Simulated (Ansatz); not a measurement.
Take TaAs in the CsCl type structure (space group Pm-3m, No. 221; a = 3.215 Å; a hypothetical phase, not in the database extracts checked) as the base.

(Cell as relaxed with PBE.)

Levels (all Ansatz, a first-principles code, PAW): PBE (420 eV, without spin-orbit coupling); PBEsol (420 eV, spin-orbit coupling left out).

Each level relaxes its own structure.

| base | PBE | PBEsol |
|---|---|---|
| volume per atom | 16.61 Å³ | 16.05 Å³ |
| lattice parameter a | 3.215 Å | 3.178 Å |
| band gap | zero | zero |

The change: cell and atoms relaxed at a pressure of 1.5 GPa.

| quantity | PBE | PBEsol |
|---|---|---|
| shortest interatomic distance | 2.776 Å | 2.745 Å |
| band gap | zero | zero |

PBE's shortest interatomic distance lies 0.031 Å above PBEsol's (1.1 %); the two agree on the band gap. Neither level is exact; PBEsol is the comparison here, not a measurement.

Load acts through the strain it causes; cell and atoms are relaxed under it. Whether these cells are dynamically stable was not tested. All final runs are without spin polarisation.
